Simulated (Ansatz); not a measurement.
Seebeck coefficient (μV/K, mean over directions) of n-type AlAs (F-43m) against carrier density, Ansatz (a program for electronic structure) with PBEsol, rigid bands. Computed gap 1.34 eV; densities at which minority carriers matter at this gap, or further valleys turn the trend, are left out. Conductivity mass 0.33 mₑ (harmonic mean over directions), N_c = 1.6e19 cm⁻³ at 300 K.

| electron density | 300 K | 500 K |
|---|---|---|
| 1e16 cm⁻³ | -853 | -921 |
| 1e17 cm⁻³ | -655 | -723 |
| 1e18 cm⁻³ | -457 | -524 |
| 3e18 cm⁻³ | ___ | -430 |
| 1e19 cm⁻³ | ___ | -328 |
| 3e19 cm⁻³ | -177 | -238 |
| 1e20 cm⁻³ | -99 | -149 |
| 3e20 cm⁻³ | ___ | -86 |
| 1e21 cm⁻³ | -29 | -48 |

Q: Fill in the missing entries.

A: 
- 3e18 cm⁻³, 300 K: -363
- 1e19 cm⁻³, 300 K: -263
- 3e20 cm⁻³, 300 K: -53

Rigid bands with a gap fixed in temperature, one relaxation time for all states, no polarons or phonon drag, and whether or not such doping can be reached. Spin-orbit coupling is left out.
